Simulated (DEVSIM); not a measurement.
## abrupt Si p-n junction

System: abrupt Si p-n junction, at 300 K.

```
layer (left to right)  material  thickness (μm)  Nd (cm⁻³)  Na (cm⁻³)  τn (s)  τp (s)
---------------------  --------  --------------  ---------  ---------  ------  ------
1                            Si           0.920          -     5.1e15  3.1e-6  3.1e-6
2                            Si            34.0     1.7e16          -  3.1e-6  3.1e-6
```

Left contact: ohmic. Right contact: ohmic. Voltage is applied to the left contact. Recombination: SRH at mid-gap. Mobility is μmin + (μ − μmin)/(1 + (N/Nref)^α).

Constants are typed, rounded textbook-type inputs, not results; the design itself was drawn at random and stands for no fabricated device. Values at 300 K.

```
parameter           Si
-------------  -------
gap (eV)         1.124
affinity (eV)     4.05
permittivity      11.7
Nc (cm⁻³)      2.86e19
Nv (cm⁻³)       3.1e19
μn (cm²/Vs)       1417
μp (cm²/Vs)        470
μn,min              52
μp,min              45
Nref,n          9.7e16
Nref,p          2.2e17
αn                0.68
αp                0.72
```

Model (solved in DEVSIM): 1D drift-diffusion, Boltzmann statistics, complete ionisation; no tunnelling, impact ionisation, image-force lowering or self-heating.

```
Quantity                                            Value
---------------------------------------------  ----------
Potential step across the device at zero bias     0.707 V
Largest field in the device at zero bias       28000 V/cm
Dark forward voltage at 1 A/cm²                   0.526 V
Dark forward voltage at 100 A/cm²                 0.761 V
```

Dark reverse current:

```json
[
 {"V (V)": "-0.20", "J (A/cm²)": "-4.9e-9"},
 {"V (V)": "-0.50", "J (A/cm²)": "-7.9e-9"},
 {"V (V)": "-1.00", "J (A/cm²)": "-1.2e-8"},
 {"V (V)": "-1.50", "J (A/cm²)": "-1.6e-8"},
 {"V (V)": "-2.00", "J (A/cm²)": "-2.0e-8"},
 {"V (V)": "-3.00", "J (A/cm²)": "-3.1e-8"},
 {"V (V)": "-4.00", "J (A/cm²)": "-5.4e-8"},
 {"V (V)": "-5.00", "J (A/cm²)": "-8.6e-8"},
 {"V (V)": "-6.50", "J (A/cm²)": "-1.4e-7"},
 {"V (V)": "-8.00", "J (A/cm²)": "-1.9e-7"},
 {"V (V)": "-10.00", "J (A/cm²)": "-2.6e-7"}
]
```

Dark forward current:

(V (V), J (A/cm²)): (0.05, 1.4e-8); (0.15, 6.7e-7); (0.20, 4.4e-6); (0.30, 0.00020); (0.40, 0.0089); (0.45, 0.060); (0.55, 2.4); (0.60, 11); (0.70, 59); (0.80, 130); (0.85, 170); (0.95, 260); (1.05, 370); (1.10, 430); (1.20, 550); (1.25, 610); (1.35, 750); (1.45, 910); (1.50, 990); (1.60, 1200)
